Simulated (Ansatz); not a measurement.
System: CsCl-type TiCo. Method: PBE in Ansatz (plane waves, PAW).

Settings: plane-wave cutoff 520 eV, 22×22×22 k mesh, Fermi–Dirac smearing 0.03 eV (set by the program), no spin polarisation, scalar-relativistic PAW data made under PBE.

The cell has the measured lattice: a = b = c = 2.9950 Å, α = β = γ = 90.00°.

Problem. What does this level give for the Voigt–Reuss–Hill shear modulus (Hill average), elastic constant C44, Young modulus, elastic constant C12, Poisson ratio and elastic constant C11?

Solution. 
- Voigt–Reuss–Hill shear modulus (Hill average): 41.1 GPa
- elastic constant C44: 54.2 GPa
- Young modulus: 114 GPa
- elastic constant C12: 144 GPa
- Poisson ratio: 0.383
- elastic constant C11: 198 GPa

Note: the cell isn't this level's own, so it is under some stress, which shifts stiffness and frequencies.

Elastic constants are with the ions relaxed.

Static lattice: no zero-point or thermal effects.

It cost about 5 core-minutes (a rough figure) of CPU time.

Ansatz is a quantum-chemistry and plane-wave program.
